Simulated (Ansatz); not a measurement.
## Short convergence ladders for V₃Au (Pmm2, 8 atoms in the cell)

```yaml
crystal:
  lattice:
    - [4.87746, 0.00000, 0.00000]
    - [0.00000, 4.87746, 0.00000]
    - [0.00000, 0.00000, 4.87746]
  atoms:
    - { symbol: V, position: [0.50000, 0.25000, 0.00000], spin: 2.0 }
    - { symbol: V, position: [0.50000, 0.75000, 0.00000], spin: 2.0 }
    - { symbol: V, position: [0.26025, 0.00000, 0.50000], spin: 2.0 }
    - { symbol: V, position: [0.75000, 0.00000, 0.50000], spin: 2.0 }
    - { symbol: V, position: [0.00000, 0.50000, 0.25000], spin: 2.0 }
    - { symbol: V, position: [0.00000, 0.50000, 0.75000], spin: 2.0 }
    - { symbol: Au, position: [0.50000, 0.50000, 0.50000] }
    - { symbol: Au, position: [0.00000, 0.00000, 0.00000] }
```
(The spins are starting values, not results.)

Base method: LDA (PW92), default PAW files made with PBE (plane waves; Ansatz, a first-principles code).

Base settings: basis.ecutwfc = 420 eV; kpoints.mp_grid.grid = 3 3 3; hamiltonian.xc = lda; hamiltonian.pseudopotentials = {kind: paw} (the program's default PAW files); magnetization.spin_polarized = true; scf.occupations.method = fermi_dirac; scf.occupations.width = 0.1 eV.

The count of work is k-points × plane waves × bands × iterations; it is no time. Core times come from one kind of shared machine, to one figure; runs under 30 s give none.

**The cutoff for other potential files**

Level: DFT, LDA (PW92), plane waves, harder PAW files (source: ansatz) made with PBE.

In this ladder: hamiltonian.pseudopotentials = {kind: paw, source: ansatz}.

The second cell is the first with its lattice scaled by 0.98.

The mesh stays at the base's, so the ladder's end is converged at best in this setting alone.

The first pressure column holds Ansatz's estimate of the finite-basis (Pulay) stress, which hides part of the cutoff error; the other is without it.

Only quantities that move along the ladder and can be compared are tabulated.

```csv
basis.ecutwfc,free energy less the last step's (meV/atom),energy of the compressed cell less the first (meV/atom),pressure (GPa),pressure without the Pulay estimate (GPa),largest difference of a force vector from the last step's (eV/Å),count of work / last,core time / last (rough)
380 eV,4796.39,-140.24,-23.78,-240.94,0.941,0.11,–
460 eV,1170.97,2.74,-11.53,-83.99,0.068,0.14,–
590 eV,104.33,-47.85,-13.79,-22.52,0.015,0.21,0.2
715 eV,6.68,-42.42,-13.37,-14.22,0.001,0.28,0.3
840 eV,0.50,-42.62,-13.40,-13.44,0.000,0.35,0.3
1010 eV,0.25,-42.63,-13.40,-13.40,0.000,0.46,0.5
1260 eV,0.13,-42.63,-13.40,-13.41,0.000,0.65,0.6
1680 eV,0.00,-42.63,-13.40,-13.40,0.000,1.0,1
```

Coarsest basis.ecutwfc that holds the free energy within 5 meV/atom of the last step, with all finer ones: 840 eV, at 0.35 of the last step's count of work and about 0.3 of the last step's time; the step before is off by 6.7 meV/atom.

Coarsest basis.ecutwfc that holds the forces within 0.01 eV/Å of the last step, with all finer ones: 715 eV, at 0.28 of the last step's count of work and about 0.3 of the last step's time; the step before is off by 0.015 eV/Å.

Coarsest basis.ecutwfc that holds the energy of the compressed cell less the first within 1 meV/atom of the last step, with all finer ones: 715 eV, at 0.28 of the last step's count of work and about 0.3 of the last step's time; the step before is off by 5.2 meV/atom.

The energy difference between the two cells stays within 1 meV/atom of the last step's from 715 eV on, the total only from 840 eV on: much of the error is common to both cells and cancels.

At the lowest cutoff the pressure without the Pulay estimate lies 228 GPa under the last step's, the usual sign of Pulay stress in an incomplete plane-wave basis.

**The relaxed cell against the cutoff**

On V3Au (Pm-3n, 8 atoms in the cell): atoms on their sites.

In this ladder: relax = cell and atoms.

The mesh stays at the base's, so the ladder's end is converged at best in this setting alone.

Only quantities that move along the ladder and can be compared are tabulated.

```tsv
basis.ecutwfc	relaxed volume (Å³/atom)	relaxation steps	core time / last (rough)
250 eV	13.661	21	0.8
295 eV	13.563	12	0.6
355 eV	13.531	7	0.5
420 eV	13.524	7	0.5
505 eV	13.525	5	0.5
630 eV	13.525	5	0.7
840 eV	13.524	5	1
```

Coarsest basis.ecutwfc that holds the relaxed volume within 0.027 Å³/atom of the last step, with all finer ones: 355 eV; the step before is off by 0.039 Å³/atom.

At the lowest cutoff the cell relaxes to a volume 1.0 % larger than at the highest. Ansatz relaxes on a stress corrected for the finite basis.

On the base run: the starting cell comes from a database of computed structures (which also holds hypothetical and non-ambient phases and stackings), without a prior relaxation at this level. Its lattice was rescaled by up to half a per cent. One atom was moved a little off its site on purpose. The starting moments vanished: the run ended non-magnetic, which need not be the lowest state. The program warned that a starting moment was not kept. Without a gap this mesh is coarse (it stands for a supercell whose shortest vector is 15 Å).

Left out of this page: 1 run of the series failed or unconverged.

Keys are those of Ansatz 0.2.
